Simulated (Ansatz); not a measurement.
Ansatz (an electronic-structure program) is run on BaZrO₃ (Pm-3m, 5 atoms in the cell), and the run fails. The aim is a self-consistent single point with DFT, PBE, plane waves, default PAW files.

Cell that was meant: a = 4.2971 Å, b = 4.2971 Å, c = 4.2971 Å, α = 90.00°, β = 90.00°, γ = 90.00°.

Part of the input:

Ansatz 0.2 input:
```yaml
  pseudopotentials: { kind: paw }
scf:
  occupations: { method: fermi_dirac, width: 0.0007 Ry }
  max_iter: 3
output:
  forces: true
  eigenvalues: true
```

Output, abridged:

```
SCF iter   1: F=—  HF=-11844.612596 eV  |F-HF|=—  |Δ(HF+E_count)|=         —  Δρ=7.92e-4  dr2=2.21e-4  ethr=1.77e-3  ⟨swp⟩=5.0  Hψ=5714  notcnv=0
all-band conjugate gradients solve this SCF's bands
preconditioner: auto → Resta (q_TF=auto, 2.434 Å⁻¹)
SCF iter   2: F=—  HF=-11844.612746 eV  |F-HF|=—  |Δ(HF+E_count)|=   1.50e-4  Δρ=3.47e-4  dr2=2.86e-5  ethr=5.51e-7  ⟨swp⟩=2.3  Hψ=1828  notcnv=0
SCF iter   3: F=—  HF=-11844.612864 eV  |F-HF|=—  |Δ(HF+E_count)|=   1.18e-4  Δρ=1.82e-4  dr2=7.03e-6  ethr=7.15e-8  ⟨swp⟩=2.1  Hψ=1691  notcnv=0
Error: did not converge after 3 iterations: dr2 = 7.03e-6 (threshold 1.00e-7), under the density mixer `msr1`, which `scf.mixing.algorithm: auto` chose by the deck's other keys (type `scf.mixing.algorithm: msr1` to keep it); raise `scf.max_iter`, which need not help a stalled SCF, or adjust the mixing (`scf.mixing`) or, under a smearing, its width (`scf.occupations.width`, in either direction: another width is another result); this SCF holds its density and magnetisation to the symmetry operations that it keeps, and cannot end on a state that breaks one of them: if the state sought breaks one, re-run with `crystal.symmetry.detect: false`, without `crystal.symmetry.time_reversal: [...]
```

Problem. What is wrong, and how is it fixed?

Solution. The fault is an iteration limit that is too low. The loop is cut before its threshold is met, so whatever is printed at the end is not self-consistent. To fix it, raise the limit, or leave it to the default. The run ended unconverged after 3 iterations.

The sound input it was made from differs as follows (other fixes are possible):
```diff
-  max_iter: 3
```

With that input, the run converged in 6 iterations: free energy E − TS (on the zero of these files) -11844.6129 eV; top of the valence band (on the code's own zero) 8.85 eV; gap on the k-point mesh 3.25 eV; pressure -6.60 GPa (DFT, PBE, plane waves, default PAW files).

On the sound input: the starting cell comes from a database of computed structures (which also holds hypothetical and non-ambient phases and stackings), without a prior relaxation at this level. Its lattice was rescaled by a random factor within 2.5 % of one. With a pressure of about -7 GPa the cell is away from its equilibrium volume at this level. Ansatz's pressure includes its estimate of the finite-basis (Pulay) stress. The shifted mesh does not hold Γ, so a gap read on it misses any band edge there.
